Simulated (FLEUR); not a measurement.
Input and output of a self-consistent single point for CaS (Fm-3m, 2 atoms in the cell) (FLEUR).

Method: PBE, all-electron FLAPW (FLEUR), scalar-relativistic valence.

```yaml
crystal:
  lattice:
    - [0.00000, 2.89773, 2.89773]
    - [2.89773, 0.00000, 2.89773]
    - [2.89773, 2.89773, 0.00000]
  atoms:
    - { symbol: Ca, position: [0.00000, 0.00000, 0.00000] }
    - { symbol: S, position: [0.50000, 0.50000, 0.50000] }
```

Reference input (self-consistent single point, DFT, PBE, all-electron FLAPW (FLEUR), scalar-relativistic valence): Kmax = 4 1/bohr; GmaxXC = 12 1/bohr; xcFunctional = pbe; jspins = 1; l_soc = F; mode = hist; fermiSmearingEnergy = 0.0001 Htr; mesh (inpgen div1-3) = 7 7 7; inpgen gamma flag = false; Gmax = 12 1/bohr; numbands = 0; maxIterBroyd = 25. This run's input differs from it in these lines:

```diff
@@ -14,3 +14,3 @@
 &comp jspins=1 /
-&kpt div1=7 div2=7 div3=7 /
+&kpt div1=6 div2=6 div3=6 gamma=t /
 &end /
```

The program printed (abridged):

```
 Iteration:     1   Distance:       5.87681387 me/bohr^3
 Iteration:     2   Distance:       5.26309924 me/bohr^3
 Iteration:     3   Distance:       2.35455084 me/bohr^3
 Iteration:     4   Distance:       1.02157261 me/bohr^3
 Iteration:     5   Distance:       0.58031008 me/bohr^3
   [... 6 lines left out ...]
 Iteration:    12   Distance:       0.00025701 me/bohr^3
 Iteration:    13   Distance:       0.00010812 me/bohr^3
 Iteration:    14   Distance:       0.00001182 me/bohr^3
 Iteration:    15   Distance:       0.00000132 me/bohr^3
 Run finished successfully
 Stop message:
   Structural relaxation: Done

[file out, last iteration]
             iter=     16
[...]
          total density-effective poten   -1.7055190874E+03
          total charge density-energy d   -6.1869597570E+01
 Updated energy parameters for spin:           1
[...]
 fermi energy and band-weighting factors:

[...]
FERMIE:
          first approx. to ef    (T=0)  :   0.141653 htr   (energy of the highest occ. eigenvalue)
          number of occ. states  (T=0)  :        128
          first approx. to seigv (T=0)  :  -6.216437 htr
          sum of weights of occ. states :   8.000000
          sum of semicore charge        :   0.000000 e
FERHIS:  Fermi-Energy by histogram:
          bandgap                     :   0.090984 htr
   [... lines left out ...]
          charge neutrality (T=0)     :   0.000000    (zero if the highest occ. eigenvalue is "entirely" occupied)
 Direct bandgap for spin            1 :   0.11919689356297557       Htr
 ---->    free energy=                     -1079.7548272347 htr
   [... lines left out ...]
      extrapolation for T->0
 ---->    total electron energy=           -1079.7548272347 htr
 ***** TOTAL FORCES ON ATOMS *****
 TOTAL FORCE FOR ATOM TYPE=  1  X=  0.000   Y=  0.000   Z=  0.000
                       FX_TOT= 0.000000 FY_TOT= 0.000000 FZ_TOT= 0.000000
 TOTAL FORCE FOR ATOM TYPE=  2  X=  5.476   Y=  5.476   Z=  5.476
                       FX_TOT= 0.000000 FY_TOT= 0.000000 FZ_TOT= 0.000000
 Structural relaxation: Done
```

The run converged in 15 iterations. FLEUR gives forces in its relaxation mode, with a further iteration, so its stop message speaks of a relaxation. Against the reference run the free energy is nearly the same (within 1 meV/atom) and the gap on the mesh goes from 2.539 to 2.476 eV.

The starting cell comes from a database of computed structures (which also holds hypothetical and non-ambient phases and stackings), without a prior relaxation at this level. Its lattice was rescaled by a random factor within 2.5 % of one. Values depend on the basis (sphere radii, cutoffs, local orbitals), which need not be converged.

Cost on one core of a shared machine: roughly 40 s.
